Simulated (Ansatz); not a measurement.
**NbP: response to strain**

The parent structure is NbP (space group I4_1md, No. 109; a = 3.320 Å, c = 11.291 Å; relaxed with 0.1 eV smearing). Axes: x, y, z lie along a, b, c of the conventional cell.

Strains are applied to the cell and any free atomic positions relax; under biaxial strain the out-of-plane vector relaxes too; under stress the whole cell relaxes.

Level of theory: PBEsol (Ansatz, a program for electronic structure), no spin-orbit coupling, earlier PAW set.

Notes on the quantities. energy relative to the base: free energy F; pressure: mean of the normal stresses, compression positive.

```json
[
 {"variant": "base", "energy relative to the base": "0 meV/atom", "volume per atom": "15.56 Å³", "pressure": "0.0 GPa"},
 {"variant": "biaxial strain −2.50 %, plane normal [001], relaxed out of plane", "energy relative to the base": "+24 meV/atom", "volume per atom": "15.18 Å³", "pressure": "6.6 GPa"},
 {"variant": "biaxial strain +2.20 %, plane normal [001], relaxed out of plane", "energy relative to the base": "+18 meV/atom", "volume per atom": "15.94 Å³", "pressure": "-5.5 GPa"},
 {"variant": "isotropic strain +5.30 %", "energy relative to the base": "+0.212 eV/atom", "volume per atom": "18.17 Å³", "pressure": "-22.7 GPa"},
 {"variant": "uniaxial stress, 8 GPa tension along x", "energy relative to the base": "+13 meV/atom", "volume per atom": "15.74 Å³", "pressure": "–"}
]
```

Beyond what the load breaks, stability against distortions was not tested. All final runs are without spin polarisation.
